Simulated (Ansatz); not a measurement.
**GaP: point defects**

Consider an 8-atom supercell of GaP in the zinc blende structure (space group F-43m, No. 216; a = 5.506 Å) at its relaxed geometry.

One neutral defect a cell, atoms relaxed at fixed cell.

Level of theory: Ansatz (a program for electronic structure) PBE, without spin-orbit coupling, earlier PAW set.

```json
[
 {"case": "perfect supercell", "pressure": "0.0 GPa", "largest displacement of a host atom from its site in the perfect cell": "–"},
 {"case": "P vacancy", "pressure": "-3.0 GPa", "largest displacement of a host atom from its site in the perfect cell": "0.50 Å"},
 {"case": "P on a Ga site (antisite)", "pressure": "…", "largest displacement of a host atom from its site in the perfect cell": "…"},
 {"case": "Ga on a P site (antisite), symmetric start", "pressure": "3.5 GPa", "largest displacement of a host atom from its site in the perfect cell": "0.05 Å"},
 {"case": "Ag on a Ga site", "pressure": "…", "largest displacement of a host atom from its site in the perfect cell": "…"}
]
```

What belongs in the blanks?


- P on a Ga site (antisite), pressure: 0.3 GPa
- P on a Ga site (antisite), largest displacement of a host atom from its site in the perfect cell: 0.01 Å
- Ag on a Ga site, pressure: 1.6 GPa
- Ag on a Ga site, largest displacement of a host atom from its site in the perfect cell: 0.04 Å

Other magnetic orders, which the real material may have, were not ruled out. The cell is small, so the values are those of an ordered compound at a high defect concentration; dilute-limit values will differ. A case with no gap was solved on a k-mesh chosen for an insulator, which is coarse for it. Defects with a symmetric start kept the site's symmetry and may sit on a saddle; the others started slightly shaken. Starting moments died away, wholly or in part, for P vacancy, P on a Ga site (antisite), Ga on a P site (antisite) and Ag on a Ga site; another magnetic solution may exist.
